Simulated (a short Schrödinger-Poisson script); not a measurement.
Stack: gated Al0.33Ga0.67N/GaN polarisation-induced gas, at 77 K.

```csv
layer,material,thickness (nm),Na (cm⁻³)
1,Al0.33Ga0.67N,20,-
2,GaN,6000,2e14
```

The device is made up for the run: typed textbook-type constants, with dimensions and the other settings drawn at random. Al0.33Ga0.67N: permittivity 9.3, conduction-band edge (eV) 0.462, gap (eV) 4.09, electron mass (mₑ) 0.24, Nv at 300 K (cm⁻³) 4.6e19. GaN: permittivity 9.5, conduction-band edge (eV) 0, gap (eV) 3.43, Nv at 300 K (cm⁻³) 4.6e19.

Channel valleys (confinement mass, in-plane density-of-states mass, number): Γ 0.2, 0.2, 1. At the gate the conduction-band edge of layer 1 lies 1.27 eV − eVg above the Fermi level of the channel; the field vanishes at the back. Sheet of polarisation charge: +1.6e13 e/cm² at 20 nm from the gate. The barrier under the gate holds no holes. Gaps are held at their typed values at every temperature. Mesh 0.08 nm at interfaces.

Solved with a short Schrödinger-Poisson script written for these runs: 1D Poisson equation in equilibrium, electrons quantum, Hartree (BenDaniel-Duke, 40 states a valley, the channel's in-plane mass for all, wave functions free to enter the barrier), parabolic valleys, classical holes, full ionisation, no traps, pinning or gate leakage.

The same stack at other levels of the model or other numerical settings:

| run | sheet density of all electrons at Vg = 0.5 V (cm⁻²) | sheet density of all electrons at Vg = -3.5 V (cm⁻²) | capacitance at Vg = 0.5 V (μF/cm²) | centroid of the channel electrons at Vg = 0.5 V (nm) | rough cost against the base |
|---|---|---|---|---|---|
| base | 1.40e13 | 4.30e12 | 0.397 | 1.76 | about 1 |
| electrons treated as classical, Boltzmann | 1.49e13 | 4.71e12 | 0.409 | 0.27 | 0.02 |
| electrons treated as classical, Fermi-Dirac | 1.40e13 | 4.40e12 | 0.388 | 1.55 | 0.08 |
| electrons treated as quantum, Hartree plus LDA exchange-correlation | 1.42e13 | 4.38e12 | 0.398 | 1.59 | 2 |
| mesh six times as coarse | 1.40e13 | 4.30e12 | 0.398 | 1.69 | 0.2 |
| one subband a valley | 1.40e13 | 4.30e12 | 0.395 | 1.40 | 0.5 |

The classical rows ignore confinement, and Boltzmann statistics overrate the density once the band edge passes the Fermi level.
